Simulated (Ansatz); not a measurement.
The parent structure is LiF in the zinc blende structure (space group F-43m, No. 216; a = 4.2903 Å; a hypothetical phase, not in the database extracts checked).

The values are results of plane-wave PAW DFT at the r2SCAN level (Ansatz, a first-principles code, 500 eV), no spin-orbit coupling, not measurements.

One change was made to it. Results:

The band gap rises by 0.59 eV to 9.25 eV; the density grows by 0.224 g/cm³, from 2.18 g/cm³ to 2.41 g/cm³; the electron mass becomes 0.84 mₑ (at Γ) (base: 0.82 mₑ (at Γ)).

Question: Name the change that was made.
(A) pressure 7 GPa
(B) pressure 75 GPa
(C) pressure −2 GPa

Answer: A, pressure 7 GPa. For comparison, the band gap in the other runs: pressure −2 GPa gives 8.45 eV; pressure 75 GPa gives 12.20 eV.

Load acts through the strain it causes; cell and atoms are relaxed under it. Effective masses come from finite differences of ±0.01 Å⁻¹. No phonon test of stability was made. No other phases were tried under pressure.
